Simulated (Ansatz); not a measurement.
TiO2 (P4₂/mnm, No. 136, 12 atoms in the cell; start mp-1041565) was calculated with r²SCAN (Ansatz, a first-principles code, PAW).

Numerical settings: plane-wave cutoff 560 eV, 8×8×8 k mesh, Fermi–Dirac smearing 0.01 eV, no spin polarisation, scalar-relativistic PAW data made under PBE.

Cell (relaxed with PBEsol):

```cif
data_O8Ti4
_chemical_formula_sum 'Ti4 O8'
_space_group_name_H-M_alt 'P 1'
_space_group_IT_number 1
_cell_length_a 5.45129
_cell_length_b 5.45129
_cell_length_c 5.45129
_cell_angle_alpha 114.751
_cell_angle_beta 106.898
_cell_angle_gamma 106.898
loop_
_space_group_symop_operation_xyz
  'x, y, z'
loop_
_atom_site_label
_atom_site_type_symbol
_atom_site_fract_x
_atom_site_fract_y
_atom_site_fract_z
_atom_site_occupancy
Ti1 Ti 0.50003 0.75003 0.75000 1
Ti2 Ti 0.49997 0.24997 0.25000 1
Ti3 Ti 0.00000 0.00000 0.50000 1
Ti4 Ti 0.00000 0.50000 0.00000 1
O1 O 0.30444 0.30445 0.50001 1
O2 O 0.69556 0.69555 0.49999 1
O3 O 0.30444 0.80442 0.99999 1
O4 O 0.69556 0.19558 0.00001 1
O5 O 0.19555 0.24999 0.94556 1
O6 O 0.80445 0.75001 0.05444 1
O7 O 0.80442 0.24999 0.55444 1
O8 O 0.19558 0.75001 0.44556 1
```

### Question
Estimate the band gap that the calculation returns.

### Answer

band gap: 2.24 eV (direct)

Note: cell and atoms aren't relaxed at this level (pressure 2.0 GPa).

Static lattice: no zero-point or thermal effects.

A start named mp-… is a Materials Project structure, which need not be a measured phase.
